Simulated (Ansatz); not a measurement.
The starting structures come from a database of crystals and need not be the phases stable at ambient conditions.

The decay constant κ of evanescent states in the gap governs leakage through a thin film.

Data:

```
CELL_PARAMETERS angstrom
      7.43333     0.00000     0.00000
     -1.41501     7.38770     0.00000
      0.00000     0.00000     5.24456
ATOMIC_POSITIONS crystal
  In 0.35873 0.15827 0.74183
  In 0.64127 0.84173 0.25817
  In 0.14127 0.84173 0.24183
  In 0.85873 0.15827 0.75817
  Sb 0.18587 0.33144 0.24727
  Sb 0.81413 0.66856 0.75273
  Sb 0.31413 0.66856 0.74727
  Sb 0.68587 0.33144 0.25273
  O  0.10382 0.19284 0.55403
  O  0.89618 0.80716 0.44597
  O  0.39618 0.80716 0.05403
  O  0.60382 0.19284 0.94597
  O  0.18579 0.10052 0.06860
  O  0.81421 0.89948 0.93140
  O  0.31421 0.89948 0.56860
  O  0.68579 0.10052 0.43140
  O  0.43651 0.32253 0.39544
  O  0.56349 0.67747 0.60456
  O  0.06349 0.67747 0.89544
  O  0.93651 0.32253 0.10456
  O  0.19383 0.56658 0.42174
  O  0.80617 0.43342 0.57826
  O  0.30617 0.43342 0.92174
  O  0.69383 0.56658 0.07826
```

Space group of this cell: P2_1/c. The cell is taken as given.

Transport runs along the normal of the first two printed cell vectors.

The gap is the functional's own. No spin-orbit coupling. Mid-gap values are interpolated on the energy grid.

**Question.** Predict the band gap and the smallest decay constant κ at mid-gap from r2SCAN run with Ansatz (an electronic-structure program).

**Answer.** Gap 1.91 eV on a 4×4×6 mesh; κ = 0.188 1/Å, at the zone centre.
